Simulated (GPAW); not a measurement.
# σyy against uniaxial strain in cubic perovskite BaTiO3 (space group 221): C12 (GPAW, PBEsol)

```yaml
crystal:
  lattice:
    - [3.92376, 0.00000, 0.00000]
    - [0.00000, 3.98352, 0.00000]
    - [0.00000, 0.00000, 3.98352]
  atoms:
    - { symbol: Ba, position: [0.00000, 0.00000, 0.00000] }
    - { symbol: Ti, position: [0.50000, 0.50000, 0.50000] }
    - { symbol: O, position: [0.50000, 0.00000, 0.50000] }
    - { symbol: O, position: [0.00000, 0.50000, 0.50000] }
    - { symbol: O, position: [0.50000, 0.50000, 0.00000] }
```

Level of theory: PBEsol, GPAW PAW datasets PBEsol (made by gpaw-setup) (plane waves; GPAW 25.7.0). Settings: mode = pw; ecut = 1040 eV; xc = PBEsol; kpts = 10 10 10; mesh shift (steps) = 0 0 0; occupations.name = fermi-dirac; occupations.width = 0.01 eV; nbands = -6; convergence.density = 1e-06 e/electron; convergence.energy = 1e-06 eV/electron; convergence.bands = -4; symmetry.symmorphic = false; symmetry.tolerance = 0.0005; maxiter = 120. The cell above is the first row's. The rows stretch one cube axis (x) by the strain ε and hold the other two. Stress is positive in tension. In all rows fractional positions and the k mesh are held.

```
ε (%)  σyy (GPa)
-----  ---------
-1.5           ?
-1.0       -1.11
-0.5       -0.54
0.0         0.02
0.5         0.56
1.0         1.09
1.5         1.60
2.0         2.10
```

Taking a parabola for σyy over the 7 complete rows: Least squares gives σyy = 0.019 + 1.0995·ε - 0.0295·ε². Residuals (row less fit): 0.000, -0.002, 0.001, -0.001, 0.001, -0.002, 0.000; standard error 0.002 (degrees of freedom: 4). The slope at ε = 0, 1.0995 GPa per cent, gives C12 ≈ 100 × 1.0995 = 110 GPa, for the static lattice.

Problem. What does the fit predict for σyy at ε = -1.5, and how far is the calculated value from it?

Solution. σyy = 0.019 + 1.0995 × (-1.5) - 0.0295 × (-1.5)² = -1.697 GPa. The calculation gives -1.70 GPa, which the fit meets to the printed digits. The row lies outside the fitted rows, so this is an extrapolation.

Carrying the step between the two nearest rows on in a straight line would have given -1.68, off by 0.02; series whose last step already gives the withheld value aren't shown. The reference cell has the volume at which an earlier scan in this program and functional put its minimum by a fit. This is a high-temperature phase, held here by symmetry. The runs keep the symmetry of the cell, so they don't test it for distortions. The unstrained cell stands at a pressure of -0.02 GPa, and the constants belong to that pressure. By symmetry this strain leaves no force on the atoms; the largest in the rows is 0.000 eV/Å. Spin-orbit coupling is off. Cutoffs and mesh are single choices, not tested for convergence of this quantity. Series with a scatter that would blur these digits, or in which a gap closes, are not shown. Strain series were run only where this level's volume lies within 10 % of a first guess from the measured size.
